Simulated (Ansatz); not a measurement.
An Ansatz (an electronic-structure program) input (Ansatz, PBE, PAW, cutoff 420 eV, no SOC, earlier PAW set):

Ansatz 0.2 input:
```yaml
crystal:
  lattice:
    - [0, 2.8519922575, 2.8519922575]
    - [2.8519922575, 0, 2.8519922575]
    - [2.8519922575, 2.8519922575, 0]
  atoms:
    - { symbol: Mo, position: [0.25, 0.25, 0.25] }
    - { symbol: Ga, position: [0, 0, 0] }
basis: { ecutwfc: 420, ecutrho_ratio: 4, xc_grid: 2, fft_grid_basis: typed }
kpoints: { mp_grid: { grid: [14, 14, 14] } }
hamiltonian:
  xc: pbe
  dispersion: none
  pseudopotentials: { azcp: { folder: ./paw }, kind: paw }
scf: { occupations: { method: fermi_dirac, width: 0.05 }, convergence: { dr2_threshold: 0.0000000002 } }
output: { forces: true, stress: true }
checkpoint: { write: state.ck, write_every: 1000 }
```

### Question
Which symmetry and how many k-points will the program report, and about how many plane waves at Γ?

### Answer
Space group F-43m (ITA 216) with 24 operations, k-points 104 of 2744, and 893 plane waves at Γ.

Stability against distortions was not tested. All final runs are without spin polarisation. An odd electron count without spin: GaMo. The cell was made from GaSb by this change: Sb → Mo; the result is a hypothetical phase, not in the database extracts checked. GaMo has a high density of states at the Fermi level and may be magnetic at this level.
